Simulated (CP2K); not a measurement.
Input and output of a self-consistent single point for TiO₂ (Pnma, 12 atoms in the cell) (CP2K)

Level of theory: CP2K 2026.2 with LDA (Pade form), GPW, DZVP-MOLOPT-SR-GTH basis, GTH-PADE potentials (GTH_POTENTIALS).

This input was run:

```
&GLOBAL
  PROJECT tio2
  RUN_TYPE ENERGY_FORCE
  PRINT_LEVEL LOW
&END GLOBAL
&FORCE_EVAL
  METHOD Quickstep
  STRESS_TENSOR ANALYTICAL
  &DFT
    BASIS_SET_FILE_NAME BASIS_MOLOPT
    POTENTIAL_FILE_NAME GTH_POTENTIALS
    &QS
      METHOD GPW
      EPS_DEFAULT 1E-11
    &END QS
    &MGRID
      CUTOFF 600
      REL_CUTOFF 60
      NGRIDS 5
    &END MGRID
    &SCF
      SCF_GUESS ATOMIC
      EPS_SCF 1E-6
      MAX_SCF 100
      ADDED_MOS 16
      &DIAGONALIZATION
        ALGORITHM STANDARD
      &END DIAGONALIZATION
      &MIXING
        METHOD BROYDEN_MIXING
        ALPHA 0.4
        NBUFFER 10
      &END MIXING
    &END SCF
    &KPOINTS
      SCHEME MONKHORST-PACK 4 5 3
      GAMMA_CENTERED T
    &END KPOINTS
    &XC
      &XC_FUNCTIONAL PADE
      &END XC_FUNCTIONAL
    &END XC
    &PRINT
      &MO
        EIGENVALUES T
        OCCUPATION_NUMBERS T
        NDIGITS 8
        FILENAME mo
        &EACH
          QS_SCF 0
        &END EACH
        ADD_LAST NUMERIC
      &END MO
      &MULLIKEN OFF
      &END MULLIKEN
    &END PRINT
  &END DFT
  &SUBSYS
    &CELL
      A 5.72007000 0.00000000 0.00000000
      B 0.00000000 3.70675000 0.00000000
      C 0.00000000 0.00000000 8.71133000
      PERIODIC XYZ
    &END CELL
    &COORD
      SCALED
      Ti       0.92085000     0.25000000     0.36824000
      Ti       0.07915000     0.75000000     0.63176000
      Ti       0.57915000     0.75000000     0.86824000
      Ti       0.42085000     0.25000000     0.13176000
      O        0.90795000     0.75000000     0.43200000
      O        0.09205000     0.25000000     0.56800000
      O        0.59205000     0.25000000     0.93200000
      O        0.40795000     0.75000000     0.06800000
      O        0.12019000     0.25000000     0.21309000
      O        0.87981000     0.75000000     0.78691000
      O        0.37981000     0.75000000     0.71309000
      O        0.62019000     0.25000000     0.28691000
    &END COORD
    &KIND Ti
      BASIS_SET DZVP-MOLOPT-SR-GTH
      POTENTIAL GTH-PADE-q12
    &END KIND
    &KIND O
      BASIS_SET DZVP-MOLOPT-SR-GTH
      POTENTIAL GTH-PADE-q6
    &END KIND
  &END SUBSYS
  &PRINT
    &FORCES ON
    &END FORCES
    &STRESS_TENSOR ON
    &END STRESS_TENSOR
  &END PRINT
&END FORCE_EVAL
```

Output (repeated stretches shortened):

```
 GLOBAL| Method name                                                        CP2K
 GLOBAL| Project name                                                       tio2
 GLOBAL| Run type                                                   ENERGY_FORCE

 TOTAL NUMBERS AND MAXIMUM NUMBERS

  Total number of            - Atomic kinds:                                   2
                             - Atoms:                                         12
                             - Shell sets:                                    12
                             - Shells:                                        72
                             - Primitive Cartesian functions:                 64
                             - Cartesian basis functions:                    236
                             - Spherical basis functions:                    208

  Maximum angular momentum of- Orbital basis functions:                        3
                             - Local part of the GTH pseudopotential:          2
                             - Non-local part of the GTH pseudopotential:      3

 SCF PARAMETERS         Density guess:                                    ATOMIC
                        max_scf:                                             100
                        max_diis:                                              4
                        eps_scf:                                        1.00E-06
                        eps_diis:                                       1.00E-01
                        eps_eigval:                                     1.00E-05
                        level_shift [a.u.]:                             0.000000
                        added MOs                                        16    0
                        Mixing method:                            BROYDEN_MIXING
                                                charge density mixing in g-space
                        No outer SCF

 Extrapolation method: initial_guess

 Number of electrons:                                                         96
 Number of occupied orbitals:                                                 48
 Number of molecular orbitals:                                                64

 Number of orbital functions:                                                208
 Number of independent orbital functions:                                    208

 SCF WAVEFUNCTION OPTIMIZATION

  Step     Update method      Time    Convergence         Total energy    Change
     1 NoMix/Diag. 0.40E+00      -     2.03859198      -361.7764014994 -3.62E+02
     2 Broy./Diag. 0.40E+00      -     0.62775051      -356.9432689254  4.83E+00
     3 Broy./Diag. 0.40E+00      -     0.33640771      -362.1563293949 -5.21E+00
     4 Broy./Diag. 0.40E+00      -     0.07640620      -362.2103146298 -5.40E-02
     5 Broy./Diag. 0.40E+00      -     0.01893327      -361.7773445891  4.33E-01
     6 Broy./Diag. 0.40E+00      -     0.01587451      -361.5596359864  2.18E-01
     7 Broy./Diag. 0.40E+00      -     0.00292512      -361.5833410973 -2.37E-02
   [... 3 lines left out ...]
    11 Broy./Diag. 0.40E+00      -     0.00004090      -361.6656099052 -9.42E-05
    12 Broy./Diag. 0.40E+00      -     0.00000417      -361.6662057018 -5.96E-04
    13 Broy./Diag. 0.40E+00      -     0.00000426      -361.6661722280  3.35E-05
    14 Broy./Diag. 0.40E+00      -     0.00000178      -361.6661201760  5.21E-05
    15 Broy./Diag. 0.40E+00      -     0.00000021      -361.6661108045  9.37E-06

  *** SCF run converged in    15 steps ***

  Electronic density on regular grids:        -95.9999999999        0.0000000001
  Core density on regular grids:               95.9999999997       -0.0000000003
  Total charge density on r-space grids:       -0.0000000003
  Total charge density g-space grids:          -0.0000000003

  Overlap energy of the core charge distribution:               0.00000000001586
  Self energy of the core charge distribution:               -755.69185697739226
  Core Hamiltonian energy:                                    201.33125211900659
  Hartree energy:                                             248.95351351696891
  Exchange-correlation energy:                                -56.25901946308031

  Total energy:                                              -361.66611080448115

 ENERGY| Total FORCE_EVAL ( QS ) energy [hartree]           -361.666111293596430

 FORCES| Atomic forces [hartree/bohr]
 FORCES|   Atom     x               y               z               |f|
 FORCES|      1  2.38493101E-03  6.57923032E-12 -3.51374576E-03   4.24668166E-03
 FORCES|      2 -2.38493085E-03 -8.35668570E-12  3.51374580E-03   4.24668161E-03
 FORCES|      3 -2.38421576E-03 -1.04465391E-11 -3.51110585E-03   4.24409579E-03
 FORCES|      4  2.38421568E-03  4.39226522E-12  3.51110580E-03   4.24409571E-03
 FORCES|      5  3.99430742E-03 -1.11300363E-12  1.22557722E-03   4.17810140E-03
 FORCES|      6 -3.99430753E-03  3.50832131E-11 -1.22557717E-03   4.17810148E-03
 FORCES|      7 -4.05032641E-03  3.53155762E-11  1.60971659E-03   4.35847812E-03
 FORCES|      8  4.05032646E-03 -2.12183796E-12 -1.60971658E-03   4.35847816E-03
 FORCES|      9  1.62836619E-03  2.70000846E-11  5.22232688E-03   5.47030844E-03
 FORCES|     10 -1.62836621E-03 -2.02682204E-12 -5.22232693E-03   5.47030850E-03
 FORCES|     11 -1.61138286E-03 -1.75734130E-12  4.71914480E-03   4.98667047E-03
 FORCES|     12  1.61138285E-03  2.58582385E-11 -4.71914479E-03   4.98667046E-03
 FORCES| Sum    -9.29811783E-14  1.08406378E-10 -9.83518822E-14
 FORCES| Total atomic force                                       1.08406463E-10

 STRESS| Analytical stress tensor [bar]
 STRESS|                        x                   y                   z
 STRESS|      x       -5.58138378341E+04  -2.28412157651E-06   6.26819661125E-01
 STRESS|      y       -2.28412157651E-06  -5.96509259229E+04  -6.00789918890E-06
 STRESS|      z        6.26819661125E-01  -6.00789918890E-06  -5.41132066635E+04
 STRESS| 1/3 Trace                                            -5.65259901401E+04
```

The run converged in 15 iterations.

The starting cell comes from a database of computed structures (which also holds hypothetical and non-ambient phases and stackings), without a prior relaxation at this level. Values carry the incompleteness of an atom-centred basis. With a pressure of about -6 GPa the cell is away from its equilibrium volume at this level.

Cost on one core of a shared machine: roughly 70 s.
